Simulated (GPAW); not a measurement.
# Habitual settings against a tight run: Zn (P6_3/mmc, 2 atoms in the cell)

Self-consistent single point.

```
CELL_PARAMETERS angstrom
      2.55658     0.00000     0.00000
     -1.27829     2.21407     0.00000
      0.00000     0.00000     4.76546
ATOMIC_POSITIONS crystal
  Zn 0.33333 0.66667 0.25000
  Zn 0.66667 0.33333 0.75000
```

Method: PBE, GPAW PAW datasets PBE (gpaw-data 1.0.1) (plane waves; GPAW 25.7.0).

Base settings: mode = pw; ecut = 850 eV; xc = PBE; kpts = 19 19 9; mesh shift (steps) = 0 0 0; occupations.name = fermi-dirac; occupations.width = 0.136 eV; nbands = -6; convergence.forces = 0.001 eV/Å; symmetry.symmorphic = false; symmetry.tolerance = 0.0005; maxiter = 120.

Tight run (finer mesh or higher cutoff; not a proven limit): ecut: 850 eV → 1190 eV; kpts: 19 19 9 → 26 26 13; convergence.forces: 0.001 eV/Å → default; convergence.energy: default → 4e-11 eV/electron; convergence.density: default → 3e-07 e/electron; convergence.eigenstates: default → 4e-15. It gave Fermi level (on the code's own zero) 8.03 eV; pressure 11.60 GPa.

Quick runs, as changes from the base:
- A: the base itself
- B: ecut: 850 eV → 680 eV; kpts: 19 19 9 → 6 6 6
- C: ecut: 850 eV → 425 eV; kpts: 19 19 9 → 2 2 2; kpts_shift: 0 0 0 → 0.5 0.5 0.5
- D: ecut: 850 eV → 595 eV; kpts: 19 19 9 → 4 4 4; kpts_shift: 0 0 0 → 0.5 0.5 0.5; occupations.name: fermi-dirac → methfessel-paxton; occupations.width: 0.136 eV → 0.5 eV; occupations.order: default → 0
- E: ecut: 850 eV → 510 eV; kpts: 19 19 9 → 6 6 6; kpts_shift: 0 0 0 → 0.5 0.5 0.5
- F: ecut: 850 eV → 595 eV; xc: PBE → LDA; kpts: 19 19 9 → 8 8 8; occupations.width: 0.136 eV → 0.272 eV; potentials: GPAW PAW datasets LDA (gpaw-data 1.0.1) [LDA (Perdew-Wang 92)]

Energies are extrapolated to zero smearing width, which holds to low order in the width alone.

Dashes: energy of F, another energy zero.

† marks runs with another functional, U, potentials or spin treatment: their distance from the tight run is not a convergence error alone.

The count of work is k-points × plane waves × bands × iterations; it is no time. 

The starting cell comes from a database of computed structures (which also holds hypothetical and non-ambient phases and stackings), without a prior relaxation at this level. Its lattice was rescaled by a random factor within 2.5 % of one. In the base run, with a pressure of about 12 GPa the cell is away from its equilibrium volume at this level.

| run | energy less tight (meV/atom) | count of work / tight |
|---|---|---|
| A | -1.2 | 0.10 |
| B | 39.7 | 0.010 |
| C | -399.4 | 0.00031 |
| D | 60.9 | 0.0033 |
| E | -9.7 | 0.0074 |
| F† | – | 0.013 |

Among the runs at the tight run's level, the energy misses run from 1.2 to 399.4 meV/atom.
